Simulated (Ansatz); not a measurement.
## Mg: response to strain

Base system: Mg in the hcp (Mg type) structure (space group P6_3/mmc, No. 194; a = 3.1751 Å, c = 5.1628 Å; relaxed with 0.1 eV smearing).

Strains are applied to the cell and any free atomic positions relax.

Computed with plane-wave PAW DFT at the PBEsol level (Ansatz, a first-principles code, 420 eV), scalar-relativistic without spin-orbit coupling.

Candidates:
(a) isotropic strain +1.50 %
(b) isotropic strain −2.50 %
(c) isotropic strain −2.00 %
(d) isotropic strain +2.00 %
(e) isotropic strain +0.50 %

Notes on the quantities. energy relative to the base: free energy F.

Order them by energy relative to the base, highest first.

(b) isotropic strain −2.50 % (+16 meV/atom), (c) isotropic strain −2.00 % (+10 meV/atom), (d) isotropic strain +2.00 % (+8.9 meV/atom), (a) isotropic strain +1.50 % (+5.1 meV/atom), (e) isotropic strain +0.50 % (+0.6 meV/atom)

Whether these cells are dynamically stable was not tested.
